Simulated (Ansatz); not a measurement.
Results of LDA (plane waves, PAW; Ansatz, a quantum-chemistry and plane-wave program) for WMo3 (model structure, started from the D019 type, P6₃/mmc, No. 194, 8 atoms in the cell).

Run with plane-wave cutoff 520 eV, 12×12×12 k mesh, Fermi–Dirac smearing 0.05 eV, no spin polarisation, scalar-relativistic PAW data made under PBE.

Cell (relaxed at this level):

```
Mo3W
1.0
    5.44218     0.00000     0.00000
   -2.72109     4.71307     0.00000
    0.00000     0.00000     4.81370
Mo W
6 2
Direct
  0.83316   0.66632   0.25000
  0.16684   0.83316   0.75000
  0.33368   0.16684   0.25000
  0.16684   0.33368   0.75000
  0.83316   0.16684   0.25000
  0.66632   0.83316   0.75000
  0.33333   0.66667   0.25000
  0.66667   0.33333   0.75000
```

**Question.** Give the computed bulk modulus B0.

**Answer.** 
- bulk modulus B0 = 272 GPa

Note: the run has no spin polarisation, so it can have missed a magnetic state; the bulk modulus is −V dP/dV from two relaxed cells at ±2 % in volume; the relaxation could raise the start's symmetry but not lower it, so the cell can be a saddle point.

Spin–orbit coupling is not included.

Computed values are for the static lattice.

Computing time: very roughly 10 core-minutes.

A model structure was made by putting elements into a prototype or built by hand; it is no filed structure, need not be a known phase, and can be a saddle point held by its symmetry.
